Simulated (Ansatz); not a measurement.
Base system: ZnSe in the zinc blende structure (space group F-43m, No. 216).

```
CELL_PARAMETERS angstrom
      0.00000     2.86650     2.86650
      2.86650     0.00000     2.86650
      2.86650     2.86650     0.00000
ATOMIC_POSITIONS crystal
  Zn 0.00000 0.00000 0.00000
  Se 0.25000 0.25000 0.25000
```

Computed with PBE, PAW, 420 eV (Ansatz, a first-principles code; scalar-relativistic without spin-orbit coupling).

Base values:

The valley order comes out as Γ 1.15 eV; L along ⟨111⟩ 2.49 eV.

It is then changed as follows: the cell is scaled by 1.0250 in all directions, atoms relaxed at fixed cell.

Problem. What does the calculation give for the valley order after the change?

Solution. The valley order (the lowest conduction-band minima on the path, energy above the VBM, named in the base's zone) goes from Γ 1.15 eV; L along ⟨111⟩ 2.49 eV to Γ 0.87 eV; L along ⟨111⟩ 2.35 eV.

The levels and masses belong to the bands next to the band gap. The cells carry an imposed strain or load. Whether these cells are dynamically stable was not tested.
